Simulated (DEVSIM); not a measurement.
Device: double heterostructure, Ge between p- and n-type Si, at 250 K.

Layer 1 from the left is Si, thickness (μm) 0.340, Na (cm⁻³) 1.5e18, τn (s) 1.8e-6, τp (s) 1.8e-6. Layer 2 from the left is Ge, thickness (μm) 0.0350, Nd (cm⁻³) 1.5e15, τn (s) 1.8e-6, τp (s) 1.8e-6. Layer 3 from the left is Si, thickness (μm) 0.330, Nd (cm⁻³) 4.7e17, τn (s) 1.8e-6, τp (s) 1.8e-6.

Left contact: ohmic. Right contact: ohmic. Voltage is applied to the left contact. Recombination: SRH at mid-gap, radiative. Mobility is constant in doping.

Constants are typed, rounded textbook-type inputs, not results; the design itself was drawn at random and stands for no fabricated device. Values at 300 K; Nc and Nv go as T^1.5, mobilities as T to minus their exponent, the gap by Varshni's rule with the affinity fixed.

Si: gap (eV) 1.124, affinity (eV) 4.05, permittivity 11.7, Nc (cm⁻³) 2.86e19, Nv (cm⁻³) 3.1e19, μn (cm²/Vs) 1417, μp (cm²/Vs) 470, T exponent of μn 2.3, T exponent of μp 2.2, B (cm³/s) 4.7e-15, Varshni α (eV/K) 0.000473, Varshni β (K) 636. Ge: gap (eV) 0.664, affinity (eV) 4, permittivity 16, Nc (cm⁻³) 1.04e19, Nv (cm⁻³) 6e18, μn (cm²/Vs) 3900, μp (cm²/Vs) 1900, T exponent of μn 1.66, T exponent of μp 2.33, B (cm³/s) 6.4e-14, Varshni α (eV/K) 0.000477, Varshni β (K) 235.

DEVSIM, 1D drift-diffusion, Boltzmann statistics, complete ionisation; no tunnelling, impact ionisation, image-force lowering or self-heating. Band offsets follow the typed affinities; no thermionic-emission limit at abrupt steps, no polarisation charge.

Problem. What does the simulation give for the dark forward voltage at 100 A/cm², the potential step across the device at zero bias, the dark forward voltage at 1 A/cm²?

Solution. dark forward voltage at 100 A/cm² 0.812 V; potential step across the device at zero bias 0.994 V; dark forward voltage at 1 A/cm² 0.677 V.
